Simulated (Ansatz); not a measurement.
Where the default PAW files enter, the runs use the earlier of Ansatz's two default sets.

## Evanescent states of KBr (Fm-3m, rock salt, 2 atoms a cell, 35.8 Å³ an atom) along the normal of (001)

The numbers are results of r2SCAN (plane waves, PAW; Ansatz, an electronic-structure program), not measurements.

The gap is the functional's own. No spin-orbit coupling. Mid-gap values are interpolated on the energy grid.

Energies count from the valence-band top; κ is the least over a 8×8 mesh across the current.

```
E (eV)  κ (1/Å)  where
------  -------  -----
0.12      0.133      Γ
0.36      0.216      Γ
0.60      0.263      Γ
0.84      0.294      Γ
1.08      0.316      Γ
1.32        ___      Γ
1.56        ___      Γ
1.80        ___      Γ
2.04        ___      Γ
2.28        ___      Γ
2.52        ___      Γ
2.76        ___      Γ
3.00        ___      Γ
3.24        ___      Γ
3.48        ___      Γ
3.72        ___      Γ
3.96      0.290      Γ
4.20      0.266      Γ
4.44      0.235      Γ
4.68      0.193      Γ
4.92      0.128      Γ
```

Question: Complete the blanks.

Answer: 
- 1.32, κ (1/Å): 0.332
- 1.56, κ (1/Å): 0.343
- 1.80, κ (1/Å): 0.350
- 2.04, κ (1/Å): 0.355
- 2.28, κ (1/Å): 0.356
- 2.52, κ (1/Å): 0.355
- 2.76, κ (1/Å): 0.351
- 3.00, κ (1/Å): 0.345
- 3.24, κ (1/Å): 0.336
- 3.48, κ (1/Å): 0.325
- 3.72, κ (1/Å): 0.309
